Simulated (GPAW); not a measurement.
GPAW run on ZrS (Fm-3m, 2 atoms in the cell): self-consistent single point.

Method of the run: PBEsol, GPAW PAW datasets PBEsol (made by gpaw-setup) (plane waves; GPAW).

The change in words: lattice scaled by 0.98. Reference geometry:
```
CELL_PARAMETERS angstrom
      0.00000     2.62351     2.62351
      2.62351     0.00000     2.62351
      2.62351     2.62351     0.00000
ATOMIC_POSITIONS crystal
  Zr 0.00000 0.00000 0.00000
  S  0.50000 0.50000 0.50000
```

Reference input (self-consistent single point, DFT PBEsol, plane waves, GPAW PAW datasets PBEsol (made by gpaw-setup)): mode = pw; ecut = 550 eV; xc = PBEsol; kpts = 11 11 11; mesh shift (steps) = 0 0 0; occupations.name = methfessel-paxton; occupations.width = 0.272 eV; occupations.order = 0; nbands = -6; convergence.density = 1e-05 e/electron; convergence.energy = 1e-05 eV/electron; symmetry.symmorphic = false. This run's input differs from it in these lines:

```diff
@@ -5,7 +5,7 @@
 atoms = Atoms(['Zr', 'S'],
-              cell=[[0.000000, 2.623510, 2.623510],
-                    [2.623510, 0.000000, 2.623510],
-                    [2.623510, 2.623510, 0.000000]],
+              cell=[[0.000000, 2.571040, 2.571040],
+                    [2.571040, 0.000000, 2.571040],
+                    [2.571040, 2.571040, 0.000000]],
               positions=[[0.000000, 0.000000, 0.000000],
-                         [2.623510, 2.623510, 2.623510]],
+                         [2.571040, 2.571040, 2.571040]],
               pbc=True)
```

Output, abridged:

```
     iter     time        total  log10-change:
                         energy   eigst   dens
iter:   1 --:--:--   -15.355802
iter:   2 --:--:--   -15.454378   -0.32  -1.45
iter:   3 --:--:--   -15.416739   -1.44  -1.46
iter:   4 --:--:--   -15.389889   -1.99  -1.57
iter:   5 --:--:--   -15.410118   -1.88  -1.74
iter:   6 --:--:--   -15.399677   -3.31  -2.24
iter:   7 --:--:--   -15.399320   -4.19  -2.65
iter:   8 --:--:--   -15.397542   -3.21  -2.68
iter:   9 --:--:--   -15.397569   -4.22  -3.37
iter:  10 --:--:--   -15.397699c  -4.26  -3.50
iter:  11 --:--:--   -15.397689c  -3.85  -3.28
iter:  12 --:--:--   -15.397580c  -5.28  -3.24
iter:  13 --:--:--   -15.397561c  -5.05  -3.60
iter:  14 --:--:--   -15.397563c  -5.88  -4.47
iter:  15 --:--:--   -15.397562c  -7.37  -4.78
iter:  16 --:--:--   -15.397562c  -7.58c -4.84
iter:  17 --:--:--   -15.397563c  -7.79c -4.97
iter:  18 --:--:--   -15.397563c  -9.01c -5.07c
Converged after 18 iterations.

Dipole moment: (0.000000, 0.000000, 0.000000) |e|*Ang

Energy contributions relative to reference atoms: (reference = -108678.050210)

Kinetic:        +11.611378
Potential:      -10.424820
External:        +0.000000
XC:             -16.914879
Entropy (-ST):   -0.054124
Local:           +0.357820
SIC:             +0.000000
--------------------------
Free energy:    -15.424624
Extrapolated:   -15.397563

Showing only first 2 kpts
 Kpt  Band  Eigenvalues  Occupancy
  0     7      8.43827    2.00000
  0     8     10.44851    2.00000
  0     9     10.44851    2.00000
  0    10     10.44851    2.00000

  1     7      8.13553    2.00000
  1     8     10.19339    2.00000
  1     9     11.06289    2.00000
  1    10     11.06289    2.00000

Fermi level: 11.94801

No gap
No difference between direct/indirect transitions
Energy (eV): -15.397563

Forces in eV/Ang:
  0 Zr    0.00000   -0.00000    0.00000
  1 S     0.00000    0.00000    0.00000

Stress tensor:
    -0.009873    -0.000000     0.000000
    -0.000000    -0.009873    -0.000000
     0.000000    -0.000000    -0.009873
Stress (GPa, Voigt): [-1.5818 -1.5818 -1.5818 -0.      0.     -0.    ]
```

The run converged in 18 iterations. GPAW prints stress with tension positive. Against the reference run the free energy falls by 16.7 meV/atom and the pressure goes from -6.67 to 1.58 GPa.

The starting cell comes from a database of computed structures (which also holds hypothetical and non-ambient phases and stackings), without a prior relaxation at this level. For this run, on top of that: lattice scaled by 0.98.
